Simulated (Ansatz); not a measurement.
## Pressure series in HfO2

The parent structure is HfO2 (space group P4_2/nmc, No. 137).

```
HfO2
1.0
    3.60482     0.00000     0.00000
    0.00000     3.60482     0.00000
    0.00000     0.00000     5.26502
Hf O
2 4
Direct
  0.00000   0.00000   0.00000
  0.50000   0.50000   0.50000
  0.00000   0.50000   0.19324
  0.00000   0.50000   0.69324
  0.50000   0.00000   0.30676
  0.50000   0.00000   0.80676
```

Cell and atoms are relaxed at each pressure.

The values are results of PBE, PAW, 420 eV (Ansatz, a program for electronic structure; no spin-orbit coupling), earlier PAW set, not measurements.

```
P (GPa)  V (Å³/atom)
-------  -----------
-2.00         11.545
-1.00         11.472
3.00          11.212
7.00          10.987
15.00         10.611
29.99         10.067
50.00          9.526
```

Question: Fit a third-order Birch–Murnaghan equation of state.

Answer: Least squares on P(V) = (3B₀/2)[(V₀/V)^(7/3) − (V₀/V)^(5/3)]·[1 + (3/4)(B₀′ − 4)((V₀/V)^(2/3) − 1)] gives V₀ = 11.40 Å³/atom, B₀ = 170 GPa and B₀′ = 5.3.

Load acts through the strain it causes; cell and atoms are relaxed under it. Stability against distortions was not tested. No other phases were tried under pressure. This is not the structure that HfO2 has at room temperature and ambient pressure.
